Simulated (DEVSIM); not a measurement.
Device: Pt/SiO2/p-Si capacitor, at 300 K.

```csv
layer (left to right),material,thickness (nm),Na (cm⁻³)
1,SiO2,1.40,-
2,Si,2700,4.5e16
```

Metal gate on the left, work function 5.6 eV. Fixed charge at the semiconductor interface -3e10 cm⁻² (in units of +e); interface traps 2.7e11 cm⁻² eV⁻¹, uniform in energy, neutral level at 0.5 of the gap above the valence band.

Constants are typed, rounded textbook-type inputs, not results; the design itself was drawn at random and stands for no fabricated device. Values at 300 K.

| parameter | SiO2 | Si |
|---|---|---|
| gap (eV) | 9 | 1.124 |
| affinity (eV) | 0.9 | 4.05 |
| permittivity | 3.9 | 11.7 |
| Nc (cm⁻³) | - | 2.86e19 |
| Nv (cm⁻³) | - | 3.1e19 |

Simulated with DEVSIM: 1D Poisson equation in equilibrium, Boltzmann statistics, complete ionisation; no quantum confinement or tunnelling. Metal contacts follow the ideal Schottky-Mott rule: no Fermi-level pinning, no interface dipoles.

The gate work function was swept, all else fixed.

| gate work function (eV) | threshold voltage (band bending 2φF) (V) | flat-band voltage (V) |
|---|---|---|
| 5.3 | 1.14 | 0.29 |
| 5.45 | 1.29 | 0.44 |
| 5.6 | 1.44 | 0.59 |
| 5.75 | 1.59 | 0.74 |
| 5.9 | 1.74 | 0.89 |

From the first row to the last the threshold voltage (band bending 2φF) goes from 1.14 to 1.74. From the first row to the last the flat-band voltage goes from 0.29 to 0.89.
